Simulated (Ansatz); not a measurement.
The parent structure is ZnS in the wurtzite structure (space group P6_3mc, No. 186; a = 3.7821 Å, c = 6.2078 Å).

The values are results of Ansatz (a program for electronic structure) PBEsol, without spin-orbit coupling, not measurements.

```csv
level,band gap
PBEsol,2.15 eV
```

Measured: band gap 3.91 eV (temperature not stated; as listed in Mehmet Aras, Çetin Kılıç, The Journal of Chemical Physics (2014)).

Computed minus measured — band gap: PBEsol -1.76 eV. Measured values not marked as corrected hold thermal and zero-point effects that the static-lattice runs lack. A measured gap can be an optical one, lowered by exciton binding.

Whether these cells are dynamically stable was not tested.
